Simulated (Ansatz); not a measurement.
```
CELL_PARAMETERS angstrom
      6.63132     0.00000     0.00000
      0.00000     6.63132     0.00000
      0.00000     0.00000     3.75705
ATOMIC_POSITIONS crystal
  Zn 0.32557 0.67443 0.00000
  Zn 0.67443 0.32557 0.00000
  Zn 0.82557 0.82557 0.50000
  Zn 0.17443 0.17443 0.50000
  S  0.31674 0.31674 0.00000
  S  0.68326 0.68326 0.00000
  S  0.18326 0.81674 0.50000
  S  0.81674 0.18326 0.50000
```

No spin polarisation.

A single point on hypothetical P4_2/mnm ZnS with a change (biaxial strain +1.74 %, plane normal [001], relaxed out of plane), its geometry relaxed with PBEsol.

Method: Kohn–Sham DFT with the r2SCAN functional, run in Ansatz (a program for electronic structure) with PAW and 500 eV plane waves, no spin-orbit coupling. k-mesh 5×5×9 (Γ-centred); smearing 0.05 eV (Fermi–Dirac).

**Question.** Estimate the gap character.

**Answer.** Direct at Γ.

**Question.** What width of the top valence band does the calculation give?

**Answer.** 1.65 eV.

Single points use the geometry relaxed with PBEsol. Whether these cells are dynamically stable was not tested. The cell was made from ZnS (space group P4_2/mnm, No. 136; a hypothetical phase, not in the database extracts checked) by this change: biaxial strain +1.74 %, plane normal [001], relaxed out of plane.
